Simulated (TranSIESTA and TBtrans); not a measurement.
System: biphenyl-4,4'-diyl held by thiolate S between the apex atoms of two Al(100) rods. Leads: fcc Al rod along [100], layers of 5 and 4 atoms, a = 4.04 Å. Geometry: as built, not relaxed. Transport runs along z; the first 18 and the last 18 of the 91 atoms are the lead cells, repeated to infinity.

```xyz
91
Lattice="14.213 0.000 0.000 0.000 14.213 0.000 0.000 0.000 44.013" Properties=species:S:1:pos:R:3 pbc="F F T"
Al     7.107     7.107     0.000
Al     9.963     7.107     0.000
Al     7.107     9.963     0.000
Al     4.250     7.107     0.000
Al     7.107     4.250     0.000
Al     8.535     8.535     2.020
Al     5.678     8.535     2.020
Al     8.535     5.678     2.020
Al     5.678     5.678     2.020
Al     7.107     7.107     4.040
Al     9.963     7.107     4.040
Al     7.107     9.963     4.040
Al     4.250     7.107     4.040
Al     7.107     4.250     4.040
Al     8.535     8.535     6.060
Al     5.678     8.535     6.060
Al     8.535     5.678     6.060
Al     5.678     5.678     6.060
Al     7.107     7.107     8.080
Al     9.963     7.107     8.080
Al     7.107     9.963     8.080
Al     4.250     7.107     8.080
Al     7.107     4.250     8.080
Al     8.535     8.535    10.100
Al     5.678     8.535    10.100
Al     8.535     5.678    10.100
Al     5.678     5.678    10.100
Al     7.107     7.107    12.120
Al     9.963     7.107    12.120
Al     7.107     9.963    12.120
Al     4.250     7.107    12.120
Al     7.107     4.250    12.120
Al     8.535     8.535    14.140
Al     5.678     8.535    14.140
Al     8.535     5.678    14.140
Al     5.678     5.678    14.140
Al     7.107     7.107    16.160
S      9.196     7.501    17.037
C      8.640     7.144    18.700
C      8.708     5.839    19.197
C      8.274     5.559    20.497
C      7.766     6.585    21.316
C      7.703     7.895    20.806
C      8.138     8.171    19.506
C      7.305     6.289    22.697
C      8.024     5.399    23.517
C      7.588     5.122    24.816
C      6.431     5.730    25.313
S      5.875     5.374    26.976
C      5.708     6.615    24.507
C      6.141     6.895    23.207
H      9.092     5.040    18.577
H      8.320     4.538    20.854
H      7.334     8.709    21.417
H      8.087     9.184    19.128
H      8.932     4.930    23.160
H      8.154     4.439    25.436
H      4.809     7.085    24.885
H      5.556     7.570    22.596
Al     7.107     7.107    27.853
Al     8.535     8.535    29.873
Al     5.678     8.535    29.873
Al     8.535     5.678    29.873
Al     5.678     5.678    29.873
Al     7.107     7.107    31.893
Al     9.963     7.107    31.893
Al     7.107     9.963    31.893
Al     4.250     7.107    31.893
Al     7.107     4.250    31.893
Al     8.535     8.535    33.913
Al     5.678     8.535    33.913
Al     8.535     5.678    33.913
Al     5.678     5.678    33.913
Al     7.107     7.107    35.933
Al     9.963     7.107    35.933
Al     7.107     9.963    35.933
Al     4.250     7.107    35.933
Al     7.107     4.250    35.933
Al     8.535     8.535    37.953
Al     5.678     8.535    37.953
Al     8.535     5.678    37.953
Al     5.678     5.678    37.953
Al     7.107     7.107    39.973
Al     9.963     7.107    39.973
Al     7.107     9.963    39.973
Al     4.250     7.107    39.973
Al     7.107     4.250    39.973
Al     8.535     8.535    41.993
Al     5.678     8.535    41.993
Al     8.535     5.678    41.993
Al     5.678     5.678    41.993
```

Run with TranSIESTA and TBtrans (open boundaries, self-consistent; PseudoDojo norm-conserving potentials, scalar-relativistic): PAO.BasisSize SZP, PAO.EnergyShift 0.15 eV, XC.Authors PBE, Mesh.Cutoff 150 Ry, ElectronicTemperature 300 K, TS.Voltage 0.0 eV, TBT.Elecs.Eta 0.001 eV, no spin polarisation.

Energies count from the leads' Fermi level. Transmissions are for one spin of a degenerate pair. The energy step is 0.02 eV; narrower resonances are cut or missed.

| E (eV) | T |
|---|---|
| -0.20 | 0.000649 |
| -0.16 | 0.000694 |
| -0.12 | 0.000807 |
| -0.08 | 0.000996 |
| -0.04 | 0.00128 |
| 0.00 | 0.00169 |
| 0.04 | 0.00268 |
| 0.08 | 0.00345 |
| 0.12 | 0.00400 |
| 0.16 | 0.00455 |
| 0.20 | 0.00516 |

Give the zero-bias conductance in μS and the resistance at 300 K.

At the Fermi level T = 0.00169. Averaged with −∂f/∂E over the full grid (kT = 25.9 meV) it is 0.00190. With G0 = 2e²/h = 77.48 μS, G = 0.147 μS and R = 1/G = 6800 kΩ.

Estimate the thermopower by Mott's formula S = −(π²/3)(kB²T/e) d ln T/dE from the rows at -0.04 and 0.04 eV.

d ln T/dE = 9.24 eV⁻¹ and (π²/3) kB²T/e = 7.33 μV/K · eV, so S = -68 μV/K; the full integral gives -58 μV/K. A negative sign means that T rises with energy over the thermal window.

The eigenchannels at the Fermi level transmit 0.00168, 9.32e-6. What Fano factor of the shot noise follows at low temperature and bias?

F = Σ τ(1 − τ)/Σ τ = 0.00169/0.00169 = 1.00.

The leads' channel count changes near 0.03 eV, within the thermal window, so values at the Fermi level hang on where that band edge falls. Semilocal functionals put molecular levels too close to the Fermi level and tend to overestimate such conductances.
